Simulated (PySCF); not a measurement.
PySCF 2.14.0, PBE/def2-tzvp, df: [CH]F, 3 atoms. The geometry is a generated start, not checked to be a minimum at this level.

- task = energy
- method = pbe
- basis = def2-tzvp
- two-electron scheme = density fitting
- mol.max_memory = 3000 MB
- mf.max_cycle = 100
- mf.conv_tol = 1e-09 (default)
- mf.grids.level = 3 (default)
- basis functions = 68
- grid points = 38192

```xyz
3

C     -0.0939     0.4771     0.0203
F      1.0111    -0.2045    -0.0012
H     -0.9173    -0.2726    -0.0191
```

With the defaults (mf.DIIS = CDIIS, mf.diis = true, mf.diis_space = 8, mf.level_shift = 0, mf.damp = 0, mf.diis_start_cycle = 1, mf.init_guess = minao) it converges in 11 Fock builds. One run each on 2 threads, 1 BLAS thread, with these changes:
- mf.diis_space = 12
- mf.DIIS = EDIIS
- mf.level_shift = 0.1 Hartree
- mf.damp = 0.7, mf.diis_start_cycle = 8
- mf.diis_space = 20
- mf.init_guess = atom
- mf.DIIS = ADIIS
- mf.diis = false
- mf.level_shift = 0.3 Hartree

**Question.** Which of these changes keep the SCF from converging, or lead it to another solution?

**Answer.** No convergence: mf.DIIS = EDIIS; mf.diis = false (the run ends without SCF convergence in 100 cycles). The rest reach the solution of the defaults.

| setting | Fock builds | end |
|---|---|---|
| the defaults | 11 | same solution |
| mf.diis_space = 20 | 11 | same solution |
| mf.diis_space = 12 | 11 | same solution |
| mf.level_shift = 0.1 Hartree | 11 | same solution |
| mf.init_guess = atom | 11 | same solution |
| mf.damp = 0.7, mf.diis_start_cycle = 8 | 14 | same solution |
| mf.level_shift = 0.3 Hartree | 14 | same solution |
| mf.DIIS = ADIIS | 19 | same solution |
| mf.DIIS = EDIIS | 101 | no convergence |
| mf.diis = false | 101 | no convergence |
